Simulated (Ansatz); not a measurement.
Consider the following.

```yaml
crystal:
  lattice:
    - [-2.71213, 2.71213, 5.51550]
    - [2.71213, -2.71213, 5.51550]
    - [2.71213, 2.71213, -5.51550]
  atoms:
    - { symbol: Zn, position: [0.00000, 0.00000, 0.00000] }
    - { symbol: Zn, position: [0.75000, 0.25000, 0.50000] }
    - { symbol: Ge, position: [0.50000, 0.50000, 0.00000] }
    - { symbol: Ge, position: [0.25000, 0.75000, 0.50000] }
    - { symbol: P, position: [0.87500, 0.87334, 0.49834] }
    - { symbol: P, position: [0.12666, 0.62500, 0.00166] }
    - { symbol: P, position: [0.37500, 0.37666, 0.50166] }
    - { symbol: P, position: [0.62334, 0.12500, 0.99834] }
```

No spin polarisation.

Computed with PBEsol (Ansatz, a program for electronic structure), no SOC. Γ-centred 9×9×9 mesh, Fermi–Dirac width 0.05 eV.

Predict the stress and space group.


* **Stress (xx, yy, zz, yz, xz, xy; compression positive)**: (-1.60, -1.60, -3.76, 0.00, 0.00, 0.00) GPa
* **Space group**: I-42d (No. 122)

The cells carry an imposed strain or load. No phonon test of stability was made. The cell was made from ZnGeP2 in the chalcopyrite structure (space group I-42d, No. 122) by this change: uniaxial strain ε_zz = +3.00 %.
